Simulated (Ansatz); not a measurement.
# Sn: strain along the normal

Sn (diamond, Fd-3m, 33.925 Å³/atom at rest) under an equal strain ε in the (001) plane with the normal axis free, as in a coherent film. LDA in Ansatz, a plane-wave DFT program (PAW, default set), 420 eV, 16×16×16 Γ-centred mesh, Fermi-Dirac smearing 0.10 eV; ions are relaxed within the symmetry of each cell.

Here s stands for strain and y for normal strain.

```csv
strain (%),normal strain (%)
-1.50,1.53
-1.00,1.01
-0.50,0.50
0.00,0.00
0.50,-0.53
1.00,-1.04
1.50,-1.56
3.00,?
```

### Question
Fit y against s with a straight line, and predict the withheld value at s = 3.00.

### Answer
Means: s 0, y -0.013. About the means, the sum of products is -7.2000 and the sum of squares of s is 7.0000; the slope is their ratio. Least squares gives y = -0.013 - 1.0286·s. Residuals (row less fit): 0.000, -0.006, -0.001, 0.013, -0.003, 0.002, -0.004; standard error 0.007 (degrees of freedom: 5). The slope, -1.03 ± 0.00, is the elastic response of the normal axis, −2C12/C11 for this plane. At the withheld row, y = -0.013 - 1.0286 × 3.0 = -3.099%. The calculation gives -3.15%, 0.051% below the prediction (1.1 % of the range of y in the table). The row lies outside the fitted rows, so this is an extrapolation. From the scatter of the fitted rows alone, a prediction at this place has a standard error of 0.011%, so the miss is 4.6 times that.

One order more, fitted to all 13 runs of the series, follows each within 0.01, so the miss is the next term of a smooth law. This level leaves no gap over 0.05 eV at strain -1.50, -1.00, -0.50, 0.00, 0.50, 1.00, 1.50, 3.00, where the mesh may be coarse. Sn is here grey tin, stable below 13 °C. Rows are the converged runs of the series near zero and its far end; series whose fitted rows scatter by over a few per cent of the range, as at a crossing or softening among them, aren't shown in this form. Most that stay on the fit to the last digits aren't either.
